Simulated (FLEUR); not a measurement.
Band structure of LaCu₃Ni₂ (P6/mmm, 6 atoms in the cell).

```xyz
6
Lattice="4.9922 0.0000 0.0000 -2.4961 4.3233 0.0000 0.0000 0.0000 4.0329" Properties=species:S:1:pos:R:3 pbc="T T T"
La     0.0000     0.0000     0.0000
Cu     2.4961     0.0000     2.0165
Cu     1.2480     2.1617     2.0165
Cu    -1.2480     2.1617     2.0165
Ni     0.0000     2.8822     0.0000
Ni     2.4961     1.4411     0.0000
```

Method of the run: LDA (Vosko-Wilk-Nusair), all-electron FLAPW (FLEUR), scalar-relativistic valence.

Settings: Kmax = 3.8 1/bohr; GmaxXC = 15.2 1/bohr; xcFunctional = vwn; jspins = 1; l_soc = F; mode = hist; fermiSmearingEnergy = 0.00367493 Htr; mesh (inpgen div1-3) = 7 7 8; inpgen gamma flag = true; Gmax = 15.2 1/bohr; numbands = 0; maxIterBroyd = 40; imix = Anderson; alpha = 0.05.

The starting cell comes from a database of computed structures (which also holds hypothetical and non-ambient phases and stackings), without a prior relaxation at this level. Its lattice was rescaled by a random factor within 2.5 % of one. Spin polarisation is off. Values depend on the basis (sphere radii, cutoffs, local orbitals), which need not be converged.

Levels in eV from the Fermi level, bands 35 to 42:
| point | 35 | 36 | 37 | 38 | 39 | 40 | 41 | 42 |
|---|---|---|---|---|---|---|---|---|
| Γ | -0.64 | -0.64 | 0.14 | 0.14 | 0.28 | 0.77 | 1.20 | 1.64 |
| M | -1.38 | -0.75 | -0.65 | -0.56 | 0.65 | 1.35 | 2.36 | 2.41 |
| K | -0.94 | -0.76 | -0.76 | -0.65 | 0.87 | 2.04 | 2.04 | 2.20 |
| A | -1.03 | -1.03 | -0.72 | -0.32 | -0.32 | -0.02 | 0.47 | 0.47 |
| L | -1.04 | -0.96 | -0.95 | -0.52 | -0.43 | 1.14 | 1.88 | 1.92 |
| H | -0.93 | -0.92 | -0.92 | -0.06 | -0.06 | 0.32 | 1.35 | 2.43 |
